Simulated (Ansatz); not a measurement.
CdTe (F-43m) under hydrostatic pressure (compression positive): electron conductivity mass by r2SCAN with spin-orbit coupling, rigid bands (plane waves, PAW; Ansatz, an electronic-structure program). The unloaded cell, whose axes the loads refer to:

```cif
data_Cd4Te4
_chemical_formula_sum 'Cd4 Te4'
_space_group_name_H-M_alt 'F-43m'
_space_group_IT_number 216
_space_group_name_Hall 'F -4 2 3'
_cell_length_a 6.48930
_cell_length_b 6.48930
_cell_length_c 6.48930
_cell_angle_alpha 90.000
_cell_angle_beta 90.000
_cell_angle_gamma 90.000
loop_
_atom_site_label
_atom_site_type_symbol
_atom_site_symmetry_multiplicity
_atom_site_Wyckoff_symbol
_atom_site_fract_x
_atom_site_fract_y
_atom_site_fract_z
_atom_site_occupancy
Cd1 Cd 4 a 0.00000 0.00000 0.00000 1
Te1 Te 4 d 0.75000 0.75000 0.75000 1
```
(The calculation used a cell of 2 atoms; values per cell refer to that cell.)

```json
[
 {"hydrostatic pressure (compression positive) (GPa)": "-1.5", "volume per atom (Å³)": "35.55", "electron conductivity mass (mₑ)": "0.0927"},
 {"hydrostatic pressure (compression positive) (GPa)": "-1", "volume per atom (Å³)": "35.05", "electron conductivity mass (mₑ)": "0.0950"},
 {"hydrostatic pressure (compression positive) (GPa)": "-0.5", "volume per atom (Å³)": "34.59", "electron conductivity mass (mₑ)": "0.0971"},
 {"hydrostatic pressure (compression positive) (GPa)": "0", "volume per atom (Å³)": "34.16", "electron conductivity mass (mₑ)": "0.0990"},
 {"hydrostatic pressure (compression positive) (GPa)": "0.5", "volume per atom (Å³)": "33.76", "electron conductivity mass (mₑ)": "?"},
 {"hydrostatic pressure (compression positive) (GPa)": "1", "volume per atom (Å³)": "33.38", "electron conductivity mass (mₑ)": "0.102"},
 {"hydrostatic pressure (compression positive) (GPa)": "2", "volume per atom (Å³)": "32.70", "electron conductivity mass (mₑ)": "0.105"},
 {"hydrostatic pressure (compression positive) (GPa)": "3", "volume per atom (Å³)": "32.09", "electron conductivity mass (mₑ)": "0.108"}
]
```

Fit a straight line to ln(electron conductivity mass) against the load over the rows given, and predict the row at 0.5 GPa.

The means are x̄ = 0.429 GPa and ȳ = -2.3056; Σ(x − x̄)(y − ȳ) = 0.5370 and Σ(x − x̄)² = 16.21, so the slope is 3.31 % per GPa, and the rows given lie within 0.89 % of the line. At 0.5 GPa the line gives 0.0999 mₑ; the calculation gives 0.101 mₑ, 1.1 % from it.

Masses are for dilute carriers at 300 K, harmonic means over directions unless an axis is named. Stresses and pressures are the targets of the relaxation. The structure type is held at every load. Geometry: cell and atoms relaxed with PBEsol.
